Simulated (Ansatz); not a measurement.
# SnO2, pressure series

Base system: SnO$_{2}$ in the rutile structure (space group P4_2/mnm, No. 136; a = 4.769 Å, c = 3.212 Å).

Cell and atoms are relaxed at each pressure.

All numbers come from Ansatz (a quantum-chemistry and plane-wave program) PBEsol, no spin-orbit coupling.

Candidates:
(a) pressure 9 GPa
(b) pressure −2 GPa
(c) pressure 15 GPa

Before the change:

```
Quantity   Result
--------  -------
Band gap  0.92 eV
```

Question: Order them by band gap, lowest first.

Answer: (b) pressure −2 GPa (0.81 eV), (a) pressure 9 GPa (1.37 eV), (c) pressure 15 GPa (1.65 eV)

Load acts through the strain it causes; cell and atoms are relaxed under it. Stability against distortions was not tested. No other phases were tried under pressure.
